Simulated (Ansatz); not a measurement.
Start from ZnAu in the CsCl type structure (space group Pm-3m, No. 221; a = 3.129 Å).

Level of theory: PBEsol (Ansatz, an electronic-structure program), scalar-relativistic without spin-orbit coupling.

Base values:

- Shortest interatomic distance: 2.709 Å

Perturbation: a hydrostatic pressure of 1.5 GPa.

### Question
What happens to the shortest interatomic distance?

### Answer
The shortest interatomic distance falls by 0.009 Å (2.709 Å → 2.700 Å).

Load acts through the strain it causes; cell and atoms are relaxed under it. Whether these cells are dynamically stable was not tested.
